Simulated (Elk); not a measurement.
Band structure of GaGeTe2 (P-3m1, 8 atoms in the cell).

```xyz
8
Lattice="4.2218 0.0000 0.0000 -2.1109 3.6561 0.0000 0.0000 0.0000 17.2681" Properties=species:S:1:pos:R:3 pbc="T T T"
Ga     0.0000     2.4374     5.6467
Ga     2.1109     1.2187    11.6214
Ge     2.1109     1.2187    14.2520
Ge     0.0000     2.4374     3.0160
Te     0.0000     2.4374    15.5644
Te     2.1109     1.2187     1.7037
Te     2.1109     1.2187     6.9067
Te     0.0000     2.4374    10.3614
```

Method: PBEsol, all-electron FP-LAPW, Elk's shipped species files, default APW+lo basis (Elk).

Settings: xctype = 22; stype = 0; swidth = 0.00499791 Ha; ngridk = 5 5 1; maxscl = 100.

The starting cell comes from a database of computed structures (which also holds hypothetical and non-ambient phases and stackings), without a prior relaxation at this level. Spin-orbit coupling is off. Values depend on the basis (sphere radii, cutoffs, local orbitals), which need not be converged. The run gives no clean gap (levels at the Fermi energy touch, overlap or are partly filled at this smearing), which alone does not show that the compound is a metal.

Levels in eV from the Fermi level, bands 56 to 63:
```tsv
point	56	57	58	59	60	61	62	63
Γ	-1.40	-1.40	-1.14	-0.74	-0.32	0.30	0.70	1.35
M	-2.55	-2.50	-2.40	-1.07	-0.28	0.35	0.46	1.94
K	-2.99	-2.46	-2.46	0.28	0.28	0.38	1.12	2.31
A	-1.55	-1.41	-1.41	-0.44	-0.35	0.30	0.66	1.35
L	-2.70	-2.53	-2.51	-0.68	-0.59	0.24	0.61	1.77
H	-3.20	-2.30	-2.30	0.18	0.18	0.52	0.85	2.54
```

Bands cross the Fermi level along this path, so the cell is metallic at this level.
